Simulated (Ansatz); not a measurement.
Adsorption energy and surface dipole of Br on the 1x1 (100) surface of monoclinic HfO2 (cut with top plane 2 O), one in a 1x1 cell, started at the site 'hollow O-O-O over O at depth 6.8 Å', worked from the runs' numbers; total energies count from the potentials' own zero.

Host crystal: monoclinic HfO2, with a band gap (PBE, scalar-relativistic without spin-orbit coupling).

These are PBE (plane waves to 420 eV, PAW; Ansatz, a program for electronic structure) values and carry that method's errors.

Set-up: 25 atoms, 9.3 Å thick at the start under the adsorbate (thin: gaps and levels are the slab's own); mesh 4x4x1; 0.01 eV smearing; dipole correction on; 12 atoms held, the rest relaxed; no symmetry held; spin-polarised, ending with about 1.0 μB a cell; orders that need a larger cell were not tried, no spin-orbit, no U, no dispersion correction. At the end it is bonded to Hf. In PBE it is, or lies within 0.03 eV of, the lowest of the starts that converged.

| quantity | value |
|---|---|
| slab with the adsorbate | -137670.922 eV |
| clean slab, same cell and mesh | -134887.913 eV |
| reference, ½ Br2(g) | -2783.051 eV |
| area of the cell | 27.90 Å² |
| change of the step from the bottom to the top vacuum level | -0.006 eV |

Task: What is the adsorption energy against this reference?

Result: E(slab + adsorbate) − E(slab) − E(reference) = 0.04 eV, so in this state the adsorbate is less stable than in the reference, at a coverage of 3.58 a nm².
